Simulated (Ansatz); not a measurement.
Start from HfO2 in the fluorite structure (space group Fm-3m, No. 225; a = 5.001 Å).

The values are results of LDA in Ansatz (plane waves to 420 eV, PAW, spin-orbit coupling left out), not measurements.

Base values:

The band gap is 3.66 eV, the pressure is 0.00 GPa and the electron mass is 1.1 mₑ along k, 0.68 mₑ across (at X).

The change: an isotropic linear strain of −2.00 %, atoms relaxed at fixed cell.

Question: How does this affect the band gap, energy relative to the base, pressure and electron mass?

Answer: The band gap increases by 0.14 eV to 3.80 eV; the energy grows by 35 meV/atom; the pressure goes from zero to 19.43 GPa; the electron mass becomes 1.0 mₑ along k, 0.66 mₑ across (at X) (base: 1.1 mₑ along k, 0.68 mₑ across (at X)).

With Hf present, leaving out spin-orbit coupling can change the band edges. Masses are band curvatures over ±0.01 Å⁻¹ around the edge. Along k means along the line from Γ to the band edge. No phonon test of stability was made. This is not the structure that HfO2 has at room temperature and ambient pressure.

Ansatz is a program for electronic structure.
